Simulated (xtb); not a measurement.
xtb 6.7.1, GFN1-xTB: Sr(SH)(acac)(NH3)2 (CC1=CC(C)=[O]->[Sr](<-[NH3])(<-[NH3])([SH])[O]1), 25 atoms. The geometry is a generated start, not checked to be a minimum at this level.

```yaml
method: GFN1-xTB
"--acc": 1 (default)
"--etemp (K)": 300 (default)
detailed input (--input): "none: ANC optimiser, Lindh (1995) Hessian, microcycle=20, maxdispl=1.0, hlow=0.01 (default)"
basis_functions: 84
valence_electrons: 64
```

```xyz
25

Sr     0.0235    -1.0351     0.7293
S     -0.7572    -2.1195     3.1098
H     -1.1692    -0.9861     3.6458
C     -1.3201     0.5725    -3.2133
C     -0.8349     0.5815    -1.7771
C     -0.6724     1.8215    -1.1539
C     -0.2102     2.0117     0.1503
C     -0.1588     3.4299     0.6832
O      0.1700     1.0968     0.9237
O     -0.6150    -0.5323    -1.2406
H     -1.5038     1.5734    -3.5889
H     -0.5713     0.0828    -3.8336
H     -2.2355    -0.0135    -3.2768
H     -0.9307     2.6990    -1.7262
H      0.8350     3.6298     1.0832
H     -0.4014     4.1641    -0.0781
H     -0.8679     3.5176     1.5055
N      2.4954    -1.2361     1.7773
H      2.2260    -1.7180     2.6314
H      2.7088    -0.2770     2.0318
H      3.3459    -1.6646     1.4262
N      0.1635    -3.6278     0.0749
H     -0.3090    -4.0024     0.8932
H      1.0176    -4.1631    -0.0488
H     -0.4283    -3.8049    -0.7284
```

The structure is relaxed from this start with --opt LEVEL for the levels crude, sloppy, loose, lax, normal, tight, vtight, extreme, once each. Up to the end of the extreme run atoms move by at most 1.8 Å along an axis.

**Question.** Choose the cheapest level whose final energy lies within 5 meV of that of extreme.

**Answer.** normal: 66 cycles against 122, ending 0.76 meV above.

| level | cycles | energy above the extreme run (meV) | gradient norm (eV/Å) |
|---|---|---|---|
| crude | 22 | 56 | 0.18 |
| sloppy | 27 | 28 | 0.17 |
| loose | 31 | 20 | 0.085 |
| lax | 33 | 19 | 0.10 |
| normal | 66 | 0.76 | 0.043 |
| tight | 68 | 0.67 | 0.0086 |
| vtight | 99 | 0.068 | 0.0090 |
| extreme | 122 | — | 0.0012 |
